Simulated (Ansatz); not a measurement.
For Al2Cu (I4/mcm, No. 140), BLYP (plane waves, PAW; Ansatz, a quantum-chemistry and plane-wave program) gives:

- equilibrium lattice constant a = 6.135 Å
- c axis length = 4.982 Å
- bulk modulus B0 = 80.6 GPa
- cohesive energy = 2.72 eV/atom

Problem. What does r²SCAN-D4 (plane waves, PAW; Ansatz) give for the same quantities?

Solution. 
- lattice constant a: 5.973 Å (drops by 2.6 %)
- lattice parameter c: 4.784 Å (shrinks by 4.0 %)
- bulk modulus: 118 GPa (grows by 46 %)
- cohesive energy: 4.00 eV/atom (grows by 1.28 eV/atom)

Changes are worked out from the printed values.

Unless a cell is named, each level is at its own relaxed cell (BLYP 15.62, r²SCAN-D4 14.22 Å³/atom).

Ansatz's density-functional and Hartree–Fock values are scalar-relativistic unless marked +SOC, with PAW data made under PBE.
